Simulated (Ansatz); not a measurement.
Where the default PAW files enter, the runs use the earlier of Ansatz's two default sets.

# Evanescent states of C (P6_3/mmc, 4 atoms a cell, 5.7 Å³ an atom) along the normal of (110)

The numbers are results of r2SCAN (plane waves, PAW; Ansatz, a first-principles code), not measurements.

The gap is the functional's own, uncorrected, and κ follows it; spin-orbit coupling is left out. Mid-gap values are interpolated between the computed energies.

Energies count from the valence-band top; κ is the least over a 8×8 mesh across the current.

```csv
E (eV),κ (1/Å),where
0.09,0.076,Γ
0.26,0.129,Γ
0.42,0.165,Γ
0.59,0.192,Γ
0.77,0.215,Γ
0.94,0.235,Γ
1.10,0.252,Γ
1.27,0.267,Γ
1.45,0.280,Γ
1.61,0.292,Γ
1.78,0.302,Γ
1.96,0.306,Γ
2.12,0.299,Γ
2.29,0.292,Γ
2.46,0.284,Γ
2.63,0.275,Γ
2.81,0.265,Γ
2.98,0.255,Γ
3.15,0.227,Γ
3.31,0.179,Γ
3.48,0.110,Γ
```

How thick must the barrier be to attenuate the transmission by 10^6 when the electrodes' Fermi level lies at 3.31 eV, and what attenuation does that film give at 1.45 eV?

d = 6 ln 10 / (2 × 0.179) = 38.6 Å. At 1.45 eV it gives 6 × 0.280/0.179 = 9.4 decades.
